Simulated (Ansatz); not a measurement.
BaTiO3: uniaxial stress, 1 GPa compression along z

Base system: BaTiO$_{3}$ (space group P4mm, No. 99; a = 3.9728 Å, c = 4.1123 Å). Axes: x, y, z lie along a, b, c of the conventional cell.

Now apply this change: uniaxial stress, 1 GPa compression along z, with the cell and atoms free to relax against it.

Method: r2SCAN, PAW, 500 eV (Ansatz, a program for electronic structure; no SOC), earlier PAW set. Γ-centred 8×8×8 mesh, Fermi–Dirac width 0.05 eV.

Volume per atom: 12.90 Å³ (base 12.98 Å³)
Space group: P4mm (No. 99) (base P4mm (No. 99))
Shortest interatomic distance: 1.830 Å (base 1.822 Å)
Energy relative to the base (free energy F): +0.4 meV/atom
Band gap: 2.23 eV (base 2.23 eV)
Gap character: indirect, A → Γ (base indirect, A → Γ)
Smallest direct gap: 2.64 eV (base 2.70 eV)
Width of the top valence band: 1.22 eV (base 1.30 eV)
Strain response (xx, yy, zz): (+0.23, +0.23, −1.07) %

Final structure:

```yaml
crystal:
  lattice:
    - [3.98200, 0.00000, 0.00000]
    - [0.00000, 3.98200, 0.00000]
    - [0.00000, 0.00000, 4.06819]
  atoms:
    - { symbol: Ti, position: [0.50000, 0.50000, 0.44900] }
    - { symbol: Ba, position: [0.00000, 0.00000, 0.93194] }
    - { symbol: O, position: [0.50000, 0.50000, 0.89889] }
    - { symbol: O, position: [0.50000, 0.00000, 0.41308] }
    - { symbol: O, position: [0.00000, 0.50000, 0.41308] }
```

Cost of the whole job for the changed cell (relaxation, final SCF and bands): roughly 3 core-minutes.

Beyond what the load breaks, stability against distortions was not tested. All final runs are without spin polarisation.
